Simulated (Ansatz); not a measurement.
The starting structures come from a database of crystals and need not be the phases stable at ambient conditions.

 Where the default PAW files enter, the runs use the earlier of Ansatz's two default sets.

Given:

```yaml
crystal:
  lattice:
    - [5.03775, 0.00000, 0.00000]
    - [0.00000, 5.20238, 0.00000]
    - [0.00000, 0.00000, 9.97217]
  atoms:
    - { symbol: Hf, position: [0.24559, 0.46490, 0.11542] }
    - { symbol: Hf, position: [0.75441, 0.53510, 0.88458] }
    - { symbol: Hf, position: [0.25441, 0.96490, 0.88458] }
    - { symbol: Hf, position: [0.74559, 0.03510, 0.11542] }
    - { symbol: Hf, position: [0.74559, 0.53510, 0.38458] }
    - { symbol: Hf, position: [0.25441, 0.46490, 0.61542] }
    - { symbol: Hf, position: [0.75441, 0.03510, 0.61542] }
    - { symbol: Hf, position: [0.24559, 0.96490, 0.38458] }
    - { symbol: O, position: [0.00244, 0.26133, 0.47714] }
    - { symbol: O, position: [0.99756, 0.73867, 0.52286] }
    - { symbol: O, position: [0.49756, 0.76133, 0.52286] }
    - { symbol: O, position: [0.50244, 0.23867, 0.47714] }
    - { symbol: O, position: [0.50244, 0.73867, 0.02286] }
    - { symbol: O, position: [0.49756, 0.26133, 0.97714] }
    - { symbol: O, position: [0.99756, 0.23867, 0.97714] }
    - { symbol: O, position: [0.00244, 0.76133, 0.02286] }
    - { symbol: O, position: [0.37420, 0.62649, 0.28946] }
    - { symbol: O, position: [0.62580, 0.37351, 0.71054] }
    - { symbol: O, position: [0.12580, 0.12649, 0.71054] }
    - { symbol: O, position: [0.87420, 0.87351, 0.28946] }
    - { symbol: O, position: [0.87420, 0.37351, 0.21054] }
    - { symbol: O, position: [0.12580, 0.62649, 0.78946] }
    - { symbol: O, position: [0.62580, 0.87351, 0.78946] }
    - { symbol: O, position: [0.37420, 0.12649, 0.21054] }
```

Space group of this cell: Pbca. The cell is taken as given; by r2SCAN its mean pressure is 4.1 GPa.

All values below come from r2SCAN (plane waves, PAW; Ansatz, a first-principles code).

The current runs along the normal of the first two printed vectors; no spin-orbit coupling. Scaled by the factor s: all lengths (ions clamped). Meshes 6×6×4 and 6×6 across the current in all rows.

| s | mean pressure (GPa) | slowest mid-gap decay constant κ (1/Å) |
|---|---|---|
| 0.98 | 23.5 | ? |
| 1.00 | 4.1 | 0.386 |
| 1.02 | -10.8 | 0.377 |

### Question
Take the slope of the slowest mid-gap decay constant κ against ln s from the two given rows, extrapolate to s = 0.98, and say what the run there gives.

### Answer
Slope = (0.377 − 0.386) / ln 1.02 = -0.454 1/Å. The line gives 0.386 + (-0.454) × ln 0.98 = 0.395 1/Å. The run gives 0.394 1/Å, 0.001 1/Å under the line, 13 % of the predicted step.
